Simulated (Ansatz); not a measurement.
**PbS in the rock salt structure (space group Fm-3m, No. 225)**

```yaml
crystal:
  lattice:
    - [0.00000, 2.98749, 2.98749]
    - [2.98749, 0.00000, 2.98749]
    - [2.98749, 2.98749, 0.00000]
  atoms:
    - { symbol: S, position: [0.00000, 0.00000, 0.00000] }
    - { symbol: Pb, position: [0.50000, 0.50000, 0.50000] }
```

Calculations: r2SCAN (Ansatz, a quantum-chemistry and plane-wave program; PAW; 500 eV plane waves; without spin-orbit coupling), earlier PAW set. Settings: 10×10×10 k-points, 0.05 eV Fermi–Dirac smearing.

```json
{
  "volume_per_atom": "26.66 Å³",
  "density": "7.45 g/cm³",
  "band_gap": "0.70 eV, direct at L",
  "electron_mass": "0.19 mₑ along k, 0.17 mₑ across",
  "hole_mass": "0.23 mₑ along k, 0.13 mₑ across",
  "Lowest conduction-band minima above the VBM": "L along ⟨111⟩ 0.70 eV; a point along ⟨110⟩, about 0.6 Å⁻¹ from Γ 1.59 eV",
  "total_energy": "-6415.030 eV/atom (σ→0; compares only within this code and set-up)"
}
```

Spin-orbit coupling, missing from the scalar runs, can matter with Pb. Effective masses come from finite differences of ±0.01 Å⁻¹. Along k means along the line from Γ to the band edge. Stability against distortions was not tested.
